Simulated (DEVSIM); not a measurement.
System: Pd/SiO2/p-Ge capacitor, at 300 K.

| layer (left to right) | material | thickness (nm) | Na (cm⁻³) |
|---|---|---|---|
| 1 | SiO2 | 1.30 | - |
| 2 | Ge | 11000 | 2.9e15 |

Metal gate on the left, work function 5.2 eV. Fixed charge at the semiconductor interface 0 cm⁻² (in units of +e); no interface traps.

The device is made up for the run: typed textbook-type constants, with dimensions and the other settings drawn at random. Values at 300 K.

```
parameter      SiO2       Ge
-------------  ----  -------
gap (eV)          9    0.664
affinity (eV)   0.9        4
permittivity    3.9       16
Nc (cm⁻³)         -  1.04e19
Nv (cm⁻³)         -     6e18
```

Model (solved in DEVSIM): 1D Poisson equation in equilibrium, Boltzmann statistics, complete ionisation; no quantum confinement or tunnelling. Metal contacts follow the ideal Schottky-Mott rule: no Fermi-level pinning, no interface dipoles.

Task: Give the band bending (positive: bands bend down) and minority sheet density.

Result: 
```tsv
Vg (V)	ψs (V)	minority carriers (cm⁻²)
0.45	-0.193	1.6e8
0.6	-0.114	1.6e8
0.75	0.016	1.7e8
0.9	0.162	4.1e8
1.05	0.307	3.8e10
1.2	0.416	7.1e11
```
